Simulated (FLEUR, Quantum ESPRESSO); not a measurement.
A Quantum ESPRESSO input for a self-consistent single point of NiO (Fm-3m, 4 atoms in the cell) (DFT, PBE, plane waves, PSlibrary PAW (PBE) pseudopotentials):

```fortran
&CONTROL
  calculation = 'scf',
  prefix = 'run',
  outdir = './tmp/',
  pseudo_dir = './',
  tprnfor = .true.,
  tstress = .true.,
/
&SYSTEM
  ibrav = 0,
  nat = 4,
  ntyp = 3,
  ecutwfc = 55,
  ecutrho = 330,
  occupations = 'smearing',
  smearing = 'fermi-dirac',
  degauss = 0.0036749,
  nspin = 2,
  starting_magnetization(1) = 0.200,
  starting_magnetization(2) = -0.200,
/
&ELECTRONS
  conv_thr = 1.0d-10,
  mixing_beta = 0.3,
/
ATOMIC_SPECIES
Ni1   58.6934  Ni.pbe-n-kjpaw_psl.1.0.0.UPF
Ni2   58.6934  Ni.pbe-n-kjpaw_psl.1.0.0.UPF
O     15.9990  O.pbe-n-kjpaw_psl.0.1.UPF
ATOMIC_POSITIONS {angstrom}
Ni1   0.000000000    0.000000000    0.000000000
Ni2   4.281574000    4.281574000    4.281574000
O     2.140787000    2.140787000    2.140787000
O     6.422361000    6.422361000    6.422361000
K_POINTS {automatic}
7 7 7  0 0 0
CELL_PARAMETERS {angstrom}
   4.281574000     2.140787000     2.140787000
   2.140787000     4.281574000     2.140787000
   2.140787000     2.140787000     4.281574000
```

### Question
Translate this input to FLEUR.

### Answer
This is the input that was run; spellings and numerical settings could be chosen otherwise.

Input of the input generator:

```
NiO crystal
&input film=f /
4.2815740000 2.1407870000 2.1407870000
2.1407870000 4.2815740000 2.1407870000
2.1407870000 2.1407870000 4.2815740000
1.8897261246
1.0 1.0 1.0

4
28 0.0000000000 0.0000000000 0.0000000000 : 2.00
28 0.5000000000 0.5000000000 0.5000000000 : -2.00
8 0.2500000000 0.2500000000 0.2500000000 : 0.00
8 0.7500000000 0.7500000000 0.7500000000 : 0.00

&comp jspins=2 /
&kpt div1=7 div2=7 div3=7 /
&end /
```

```xml
<?xml version="1.0" encoding="UTF-8" standalone="no"?>
<fleurInput fleurInputVersion="0.39">
   <comment>
      NiO crystal                                                                                         
   </comment>
   <calculationSetup>
      <cutoffs Kmax="4.5" Gmax="18.0" GmaxXC="18.0" numbands="0"/>
      <scfLoop itmax="60" minDistance="0.00001" maxIterBroyd="40" imix="Anderson" alpha="0.05" precondParam="0.0" spinf="2.0"/>
      <coreElectrons ctail="T" frcor="F" kcrel="0" coretail_lmax="0"/>
      <xcFunctional name="pbe" relativisticCorrections="F"/>
      <magnetism jspins="2"/>
      <soc l_soc="F" theta="0.0" phi="0.0" spav="F"/>
      <expertModes spex="0" secvar="F"/>
      <geometryOptimization l_f="T" forcealpha="1.0" forcemix="BFGS" epsdisp="0.00001" epsforce="0.00001"/>
      <ldaU l_linMix="F" mixParam="0.05" spinf="1.0"/>
   </calculationSetup>
   <cell>
      <bzIntegration valenceElectrons="44.0" mode="hist" fermiSmearingEnergy="0.00183747">
         <kPointListSelection listName="default-1"/>
         <!-- k-points included here -->
         <xi:include xmlns:xi="http://www.w3.org/2001/XInclude" href="kpts.xml"> </xi:include>
      </bzIntegration>
      <!-- symmetry operations included here -->
      <xi:include xmlns:xi="http://www.w3.org/2001/XInclude" href="sym.xml"> </xi:include>
      <bulkLattice scale="1.0">
         <bravaisMatrix>
            <row-1>    8.0910022422081198     4.0455011211040599     4.0455011211040599</row-1>
            <row-2>    4.0455011211040599     8.0910022422081198     4.0455011211040599</row-2>
            <row-3>    4.0455011211040599     4.0455011211040599     8.0910022422081198</row-3>
         </bravaisMatrix>
      </bulkLattice>
   </cell>
   <atomSpecies>
      <species name="Nickel (Ni2.000" element="Ni" atomicNumber="28">
         <mtSphere radius="2.36" gridPoints="833" logIncrement="0.015"/>
         <atomicCutoffs lmax="10" lnonsphr="8"/>
         <electronConfig flipSpins="F">
            <coreConfig>(1s1/2) (2s1/2) (2p1/2) (2p3/2) (3s1/2)</coreConfig>
            <valenceConfig>(3p1/2) (3p3/2) (4s1/2) (3d3/2) (3d5/2)</valenceConfig>
            <stateOccupation state="(3d3/2)" spinUp="2.0" spinDown="1.2"/>
            <stateOccupation state="(3d5/2)" spinUp="3.0" spinDown="1.8"/>
         </electronConfig>
         <energyParameters s="4" p="4" d="3" f="4"/>
         <lo type="SCLO" l="1" n="3" eDeriv="0"/>
      </species>
      <species name="Nickel (Ni-2.000" element="Ni" atomicNumber="28">
         <mtSphere radius="2.36" gridPoints="833" logIncrement="0.015"/>
         <atomicCutoffs lmax="10" lnonsphr="8"/>
         <electronConfig flipSpins="F">
            <coreConfig>(1s1/2) (2s1/2) (2p1/2) (2p3/2) (3s1/2)</coreConfig>
            <valenceConfig>(3p1/2) (3p3/2) (4s1/2) (3d3/2) (3d5/2)</valenceConfig>
            <stateOccupation state="(3d3/2)" spinUp="1.2" spinDown="2.0"/>
            <stateOccupation state="(3d5/2)" spinUp="1.8" spinDown="3.0"/>
         </electronConfig>
         <energyParameters s="4" p="4" d="3" f="4"/>
         <lo type="SCLO" l="1" n="3" eDeriv="0"/>
      </species>
      <species name="Oxygen (O)" element="O" atomicNumber="8">
         <mtSphere radius="1.33" gridPoints="471" logIncrement="0.022"/>
         <atomicCutoffs lmax="6" lnonsphr="4"/>
         <electronConfig flipSpins="F">
            <coreConfig>(1s1/2)</coreConfig>
            <valenceConfig>(2s1/2) (2p1/2) (2p3/2)</valenceConfig>
            <stateOccupation state="(2p1/2)" spinUp="0.6666666667" spinDown="0.6666666667"/>
            <stateOccupation state="(2p3/2)" spinUp="1.333333333" spinDown="1.333333333"/>
         </electronConfig>
         <energyParameters s="2" p="2" d="3" f="4"/>
      </species>
   </atomSpecies>
   <atomGroups>
      <atomGroup species="Nickel (Ni2.000">
         <relPos label="                   1">.0000000000 .0000000000 .0000000000</relPos>
         <force calculate="T" relaxXYZ="TTT"/>
      </atomGroup>
      <atomGroup species="Nickel (Ni-2.000">
         <relPos label="                   2">1.000/2.000 1.000/2.000 1.000/2.000</relPos>
         <force calculate="T" relaxXYZ="TTT"/>
      </atomGroup>
      <atomGroup species="Oxygen (O)">
         <relPos label="                   3">1.000/4.000 1.000/4.000 1.000/4.000</relPos>
         <relPos label="                   4">-1.000/4.000 -1.000/4.000 -1.000/4.000</relPos>
         <force calculate="T" relaxXYZ="TTT"/>
      </atomGroup>
   </atomGroups>
   <output dos="F" band="F" slice="F">
      <checks vchk="F" cdinf="F"/>
      <bandDOS minEnergy="-.5*Htr" maxEnergy="0.5*Htr" sigma="0.015" storeEVData="T"/>
      <vacuumDOS vacdos="F" integ="F" star="F" nstars="0" locx1="0.0" locy1="0.0" locx2="0.0" locy2="0.0" nstm="0" tworkf="0.0"/>
      <unfoldingBand unfoldBand="F" supercellX="1" supercellY="1" supercellZ="1"/>
      <plotting iplot="0" polar="F">
         <plot TwoD="T" vec1="  1.0  0.0  0.0" vec2="  0.0  1.0  0.0" vec3="  0.0  0.0  1.0" zero="  0.0  0.0  0.0" file="plot"/>
      </plotting>
      <chargeDensitySlicing numkpt="0" minEigenval="0.0" maxEigenval="0.0" nnne="0" pallst="F"/>
      <specialOutput eonly="F"/>
      <magneticCircularDichroism mcd="F" energyLo="-10.0" energyUp="0.0"/>
   </output>
  <!-- We include the file relax.xml here to enable relaxations (see documentation) -->
  <xi:include xmlns:xi="http://www.w3.org/2001/XInclude" href="relax.xml"> <xi:fallback/> </xi:include>
</fleurInput>
```

Basis settings and potentials, where a program has them, do not carry over. This input uses DFT, PBE, all-electron FLAPW (FLEUR), scalar-relativistic valence. Both were run: gap on the mesh 1.041 eV in Quantum ESPRESSO and 1.028 in FLEUR; size of the net moment 0.00 μB/atom in Quantum ESPRESSO and 0.00 in FLEUR.

On Quantum ESPRESSO: the starting cell has typed, rounded lattice constants, without a prior relaxation at this level. Its lattice was rescaled by a random factor within 2.5 % of one. The magnetic order is the one reached from the typed start; others were not searched systematically. With a pressure of about -10 GPa the cell is away from its equilibrium volume at this level.

On FLEUR: the starting cell has typed, rounded lattice constants, without a prior relaxation at this level. Its lattice was rescaled by a random factor within 2.5 % of one. The magnetic order is the one reached from the typed start; others were not searched systematically. Values depend on the basis (sphere radii, cutoffs, local orbitals), which need not be converged.
